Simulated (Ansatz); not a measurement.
The starting structures come from a database of crystals and need not be the phases stable at ambient conditions.

Where the default PAW files enter, the runs use the earlier of Ansatz's two default sets.

Consider the following.

```xyz
2
Lattice="3.9434 0.0000 0.0000 -1.9717 3.4151 0.0000 1.9717 1.1384 3.1566" Properties=species:S:1:pos:R:3 pbc="T T T"
Mg     0.0000     0.0000     0.0000
Se     3.9434     2.2767     1.5783
```

Space group of this cell: R-3m. The cell is strained (lengths across the current scaled by 1.02, ions clamped); by r2SCAN its mean pressure is -2.2 GPa.

Transport runs along the normal of the first two printed cell vectors, the (111) (indices of the unstrained crystal) plane of the conventional cell.

The gap is the functional's own. No spin-orbit coupling. Mid-gap values are those at the computed energy nearest the middle.

**Question.** Estimate the band gap and the smallest decay constant κ at mid-gap that r2SCAN (Ansatz, a program for electronic structure) returns for this system.

**Answer.** Gap 2.29 eV on a 12×12×12 mesh; κ = 0.169 1/Å, at the zone centre.
